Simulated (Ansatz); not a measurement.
# Effect of biaxial strain −0.60 %, plane normal [001], relaxed out of plane on MoS2

Start from MoS2 (space group P6_3/mmc, No. 194; a = 3.1493 Å, c = 12.0895 Å; layered, stacked along the Cartesian z axis). Axes: x lies along a and z along c of the hexagonal cell.

It is then changed as follows: compressive biaxial strain of 0.60 % in the plane normal to [001], as in epitaxy on a mismatched substrate; the out-of-plane cell vector and the atoms relax.

Computed with PBE-D3(BJ), PAW, 420 eV (Ansatz, a quantum-chemistry and plane-wave program; without spin-orbit coupling). Γ-centred 12×12×3 mesh, Fermi–Dirac width 0.05 eV.

The volume per atom decreases by 0.173 Å³ to 17.13 Å³ and the shortest interatomic distance falls by 0.004 Å (2.400 Å → 2.396 Å). The band gap grows by 0.013 eV to 0.79 eV and the gap character stays indirect, Γ → K–Γ (44 % along). The smallest direct gap rises by 0.07 eV to 1.77 eV and the width of the top valence band stays essentially unchanged (1.69 eV against 1.67 eV). The hole mass becomes 0.98 mₑ out of plane, 0.66 mₑ in plane (at Γ) (base: 1.0 mₑ along c, 0.61 mₑ across (at Γ)) and the valence-band top at Γ (three highest levels, from the VBM) changes from 0.00, -1.11, -1.29 eV to 0.00, -1.12, -1.32 eV. The out-of-plane strain comes out as +0.20 % and the mean in-plane stress (compression positive) is +1.7 GPa.

Final structure (turned so that z lies along the plane normal):

```yaml
crystal:
  lattice:
    - [3.13044, 0.00000, 0.00000]
    - [1.56522, 2.71104, 0.00000]
    - [0.00000, 0.00000, 12.11345]
  atoms:
    - { symbol: Mo, position: [0.66667, 0.66667, 0.75000] }
    - { symbol: Mo, position: [0.33333, 0.33333, 0.25000] }
    - { symbol: S, position: [0.66667, 0.66667, 0.37980] }
    - { symbol: S, position: [0.33333, 0.33333, 0.87980] }
    - { symbol: S, position: [0.33333, 0.33333, 0.62020] }
    - { symbol: S, position: [0.66667, 0.66667, 0.12020] }
```

Cost of the whole job for the changed cell (relaxation, final SCF and bands): about 60 core-seconds (a rough figure).

Effective masses come from finite differences of ±0.01 Å⁻¹. No phonon test of stability was made.
